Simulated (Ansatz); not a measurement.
The reference is MgTe in the zinc blende structure (space group F-43m, No. 216).

```xyz
2
Lattice="0.0000 3.1841 3.1841 3.1841 0.0000 3.1841 3.1841 3.1841 0.0000" Properties=species:S:1:pos:R:3 pbc="T T T"
Mg     0.0000     0.0000     0.0000
Te     1.5920     1.5920     1.5920
```

Cartesian axes are those of the cell as printed.

Level of theory: plane-wave PAW DFT at the LDA level (Ansatz, a program for electronic structure, 420 eV), scalar-relativistic without spin-orbit coupling.

For the base:

| Quantity | Result |
|---|---|
| Valley order | Γ 2.38 eV; X along ⟨100⟩ 2.66 eV; L along ⟨111⟩ 3.17 eV |
| Pressure | 0.01 GPa |

It is then changed as follows: biaxial strain −2.50 %, plane normal [111], relaxed out of plane (Cartesian); in-plane vectors clamped, the third vector and the atoms free.

Q: Estimate the effect on the energy relative to the base, valley order and pressure.

A: The energy increases by 8.5 meV/atom; the valley order (the lowest conduction-band minima on the path, energy above the VBM, named in the base's zone) goes from Γ 2.38 eV; X along ⟨100⟩ 2.66 eV; L along ⟨111⟩ 3.17 eV to Γ 2.35 eV; X along [100] 2.46 eV; L along [1-11] 3.03 eV; L along [111] 3.38 eV; the pressure (mean of the normal stresses, compression positive) goes up by 1.127 GPa to 1.13 GPa.

Spin-orbit coupling, missing from the scalar runs, can matter with Te. The levels and masses belong to the bands next to the band gap. Whether these cells are dynamically stable was not tested.
